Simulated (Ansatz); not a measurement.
Li2MnO3 (C2/m, No. 12) was calculated with PBEsol (PAW; Ansatz, a quantum-chemistry and plane-wave program).

Run with plane-wave cutoff 520 eV, 8×8×8 k mesh, Fermi–Dirac smearing 0.01 eV, spin-polarised with parallel moments, scalar-relativistic PAW data made under PBE.

Properties against volume:

Shape and atoms are relaxed at each volume.

| V (Å³/atom) | P (GPa) | direct gap at Γ (eV) | smallest gap on the k mesh (eV) |
|---|---|---|---|
| 7.799 | 5.50 | 2.068 | 1.304 |
| 7.962 | 2.60 | 2.068 | 1.334 |
| 8.124 | 0.00 | 2.064 | 1.362 |
| 8.287 | -2.33 | 2.059 | 1.388 |
| 8.449 | -4.42 | 2.053 | 1.412 |

The fundamental gap (1.36 eV at the equilibrium volume, with added k points) lies elsewhere than Γ–Γ.

Note: the magnetic order was assumed, not searched for or taken from measurement; the relaxation could not lower the start's symmetry, so the cell can be a saddle point above a distorted one; without U or exact exchange, gaps and moments of open d shells tend to come out too small; the bulk modulus comes from volumes at which shape and atoms were relaxed.
